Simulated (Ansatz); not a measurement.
Data:

End structure of a constructed model of the (0001) surface of wurtzite CdS, Cd-terminated, Cd trimer, 2x2 (bottom of the slab: 2 H on 4 bottom sites):

```xyz
37
Lattice="8.3926 0.0000 0.0000 -4.1963 7.2682 0.0000 0.0000 0.0000 31.5000" Properties=species:S:1:pos:R:3 pbc="T T T"
S      2.0778     1.2231     9.7628
S      6.3246     1.1941     9.3083
S      0.0300     4.8281     9.3083
S      4.1753     4.8576     9.7580
Cd    -0.2213     2.5505    10.3543
Cd     4.3994     2.3072    10.3774
Cd    -1.8965     5.9388    10.3774
Cd     1.8777     6.1842    10.3530
S      0.0000     2.4227    12.9342
S      4.1963     2.4227    12.9342
S     -2.0982     6.0569    12.9342
S      2.0982     6.0569    12.9342
Cd     2.0982     1.2114    13.7777
Cd     6.2945     1.2114    13.7777
Cd     0.0000     4.8455    13.7777
Cd     4.1963     4.8455    13.7777
S      2.1003     1.2101    16.3312
S      6.2906     1.2107    16.3377
S     -0.0014     4.8492    16.3377
S      4.1959     4.8458    16.3968
Cd    -0.0016     2.4237    17.1810
Cd     4.1963     2.3847    17.2088
Cd    -2.0652     6.0759    17.2088
Cd     2.0637     6.0768    17.2053
S      0.0009     2.4222    19.7144
S      4.1952     2.3564    19.8146
S     -2.0413     6.0910    19.8146
S      2.0397     6.0906    19.8131
Cd     2.0381     1.2460    20.7881
Cd     6.3543     1.2456    20.7847
Cd     0.0002     4.7766    20.7847
Cd     4.1952     4.8461    19.9714
H      2.1477     1.1828     8.4128
H      4.2454     4.8172     8.4080
Cd     1.4758     1.5707    23.5687
Cd    -0.0009     4.1285    23.5660
Cd     6.9150     1.5706    23.5660
```

Slab: 37 atoms, 15.3 Å thick at the start with caps and adatoms; k 3x3x1, smearing 0.025 eV, dipole-corrected; 8 atoms held, the rest relaxed; symmetry of the start imposed; no spin, no spin-orbit, no U. It is one candidate, not shown to be the stable structure of the face.

Task: What gap of the slab on its k-mesh does Ansatz (a first-principles code) with PBE give?

Result: 0.47 eV

Task: Give the highest filled level below the top vacuum level at the level PBE.

Result: 3.61 eV
